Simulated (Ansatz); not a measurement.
**Ni3Si under load (space group R-3m): band-structure transport figures**

Here is the system:

```yaml
crystal:
  lattice:
    - [3.45801, -0.00778, -0.00778]
    - [-0.00778, 3.45801, -0.00778]
    - [-0.00778, -0.00778, 3.45801]
  atoms:
    - { symbol: Si, position: [0.00000, 0.00000, 0.00000] }
    - { symbol: Ni, position: [0.00000, 0.50000, 0.50000] }
    - { symbol: Ni, position: [0.50000, 0.00000, 0.50000] }
    - { symbol: Ni, position: [0.50000, 0.50000, 0.00000] }
```

These are PBEsol, rigid bands (plane waves, PAW, scalar-relativistic; Ansatz, a first-principles code) values and carry that method's errors. Condition of this run: uniaxial stress along [111] of 2 GPa (compression positive) (the target of the relaxation). Geometry: cell and atoms relaxed with PBEsol, then loaded as said.

```yaml
density of states at the Fermi level: 2.15 states/(eV·cell), both spins
bare Sommerfeld coefficient: 1.27 mJ/(mol of atoms·K²)
drude_plasma_energy: 1.84 eV
root-mean-square Fermi velocity: 1.6e5 m/s
resistivity times τ: 145 ×10⁻²² Ω·m·s
```

A metal at this level (no band gap); rigid bands, thermally averaged at 300 K, both spins. Spin-orbit coupling is left out. τ is one relaxation time for all states.

Computed structure with no diffraction record at hand here (it may be known, metastable or hypothetical): Ni3Si under load (space group R-3m). Treated as nonmagnetic (a ferromagnetic start lost its moment, other orders weren't tried): Ni3Si under load (space group R-3m).
